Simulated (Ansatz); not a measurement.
## Si: Si → Pb

The reference is Si in the diamond structure (space group Fd-3m, No. 227; a = 5.444 Å).

Perturbation: full substitution Si → Pb; the structure is relaxed again.

The values are results of Ansatz (a first-principles code) r2SCAN, without spin-orbit coupling, earlier PAW set, not measurements. Γ-centred 12×12×12 mesh, Fermi–Dirac width 0.05 eV, for the changed cell.

| quantity | base | changed | shift |
|---|---|---|---|
| volume per atom | 20.17 Å³ | 42.01 Å³ | +21.84 Å³ |
| density | 2.31 g/cm³ | 8.19 g/cm³ | +5.88 g/cm³ |
| lattice parameter a | 5.444 Å | 6.953 Å | +1.509 Å |
| space group | Fd-3m (No. 227) | Fd-3m (No. 227) | – |
| shortest interatomic distance | 2.357 Å | 3.011 Å | +0.6532 Å |
| band gap | 0.78 eV | zero | – |

Stability against distortions was not tested. For Pb in this form, whether it has been made was not checked. This is not the structure that Pb has at room temperature and ambient pressure.
